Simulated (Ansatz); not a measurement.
**A computed series for ZnO: pressure series**

The reference is ZnO in the wurtzite structure (space group P6_3mc, No. 186).

```cif
data_O2Zn2
_chemical_formula_sum 'Zn2 O2'
_space_group_name_H-M_alt 'P 1'
_space_group_IT_number 1
_cell_length_a 3.27960
_cell_length_b 3.27960
_cell_length_c 5.29330
_cell_angle_alpha 90.000
_cell_angle_beta 90.000
_cell_angle_gamma 120.000
loop_
_space_group_symop_operation_xyz
  'x, y, z'
loop_
_atom_site_label
_atom_site_type_symbol
_atom_site_fract_x
_atom_site_fract_y
_atom_site_fract_z
_atom_site_occupancy
Zn1 Zn 0.66667 0.33333 0.00215 1
Zn2 Zn 0.33333 0.66667 0.50215 1
O1 O 0.66667 0.33333 0.62305 1
O2 O 0.33333 0.66667 0.12305 1
```

Cell and atoms are relaxed at each pressure.

Computed with PBE (Ansatz, an electronic-structure program; PAW; 420 eV plane waves; no spin-orbit coupling).

| pressure (GPa) | volume per atom (Å³/atom) |
|---|---|
| -2 | 12.526 |
| -1 | 12.424 |
| 0 | 12.326 |
| 0.9 | 12.243 |
| 2.1 | 12.134 |
| 4.5 | ? |
| 9 | 11.597 |
| 22.5 | 10.817 |

Q: Fit the third-order Birch–Murnaghan form P(V) = (3B₀/2)[(V₀/V)^(7/3) − (V₀/V)^(5/3)]·[1 + (3/4)(B₀′ − 4)((V₀/V)^(2/3) − 1)] (squares taken in P) to the rows shown and predict the withheld row.

A: Least squares on the printed values gives V₀ = 12.326 Å³/atom, B₀ = 129 GPa, B₀′ = 4.4; this predicts 11.933 Å³/atom, and the run gives 11.933 Å³/atom, in agreement.

Measured bulk modulus of ZnO: 143 GPa (temperature not stated; as listed in Cormac Toher et al., Physical Review Materials (2017)); the computed value is for a static lattice, so the two differ by thermal effects too.

Load acts through the strain it causes; cell and atoms are relaxed under it. Stability against distortions was not tested. Measured, ZnO leaves this structure (for rock salt) near 9.1 GPa (temperature not stated; as listed in Datta, Sujoy, Jana, Debnarayan, arXiv (2020)), on rising pressure, with hysteresis.
